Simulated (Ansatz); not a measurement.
Start from TiAl3 (space group I4/mmm, No. 139; relaxed with 0.1 eV smearing).

```yaml
crystal:
  lattice:
    - [-1.91297, 1.91297, 4.27658]
    - [1.91297, -1.91297, 4.27658]
    - [1.91297, 1.91297, -4.27658]
  atoms:
    - { symbol: Al, position: [0.50000, 0.50000, 0.00000] }
    - { symbol: Al, position: [0.75000, 0.25000, 0.50000] }
    - { symbol: Al, position: [0.25000, 0.75000, 0.50000] }
    - { symbol: Ti, position: [0.00000, 0.00000, 0.00000] }
```

Cartesian axes are those of the cell as printed.

All numbers come from Ansatz (a first-principles code), r2SCAN, PAW, cutoff 500 eV, spin-orbit coupling left out, earlier PAW set.

Now apply this change: uniaxial stress, 5 GPa tension along z; all other stress components relax to zero.

### Question
What happens to the energy relative to the base and strain response?

### Answer
The energy increases by 5.8 meV/atom; the strain response (xx, yy, zz) comes out as (−0.34, −0.34, +2.35) %.

Stability under load was not tested beyond the relaxation. All final runs are without spin polarisation.
